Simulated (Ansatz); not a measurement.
## A short convergence ladder for TiSi2 (Fddd, 6 atoms in the cell)

```
CELL_PARAMETERS angstrom
      0.00000     4.12987     4.27569
      2.39668     0.00000     4.27569
      2.39668     4.12987     0.00000
ATOMIC_POSITIONS crystal
  Ti 0.50000 0.50000 0.50000
  Ti 0.75000 0.75000 0.75000
  Si 0.83743 0.16257 0.83743
  Si 0.16257 0.83743 0.16257
  Si 0.41257 0.08743 0.41257
  Si 0.08743 0.41257 0.08743
```

Base method: PBE (plane waves, PAW; Ansatz, a program for electronic structure).

Base settings: basis.ecutwfc = 420 eV; kpoints.mp_grid.grid = 9 9 9; hamiltonian.xc = pbe; hamiltonian.pseudopotentials = {kind: paw} (the program's default PAW files); scf.occupations.method = gaussian; scf.occupations.width = 0.1 eV.

Core times come from one kind of shared machine, to one figure; runs under 30 s give none.

**Zone-centre phonons against the cutoff**

In this ladder: phonons.method = dfpt.

The mesh stays at the base's, so the ladder's end is converged at best in this setting alone.

Frequencies are those of the unrelaxed cell, without the LO-TO term of polar crystals.

Only quantities that move along the ladder and can be compared are tabulated.

```csv
basis.ecutwfc,highest zone-centre frequency (cm⁻¹),lowest optical frequency (cm⁻¹),core time / last (rough)
210 eV,424.9,172.4,0.2
295 eV,427.5,186.4,0.3
420 eV,428.0,186.4,0.5
505 eV,427.9,186.4,1
```

Coarsest basis.ecutwfc that holds the highest zone-centre frequency within 2 cm⁻¹ of the last step, with all finer ones: 295 eV, at about 0.3 of the last step's time; the step before is off by 3.1 cm⁻¹.

Coarsest basis.ecutwfc that holds the lowest optical frequency within 1 cm⁻¹ of the last step, with all finer ones: 295 eV, at about 0.3 of the last step's time; the step before is off by 14 cm⁻¹.

On the base run: the starting cell comes from a database of computed structures (which also holds hypothetical and non-ambient phases and stackings), without a prior relaxation at this level. Its lattice was rescaled by up to half a per cent. Spin polarisation is off.

Keys are those of Ansatz 0.2.
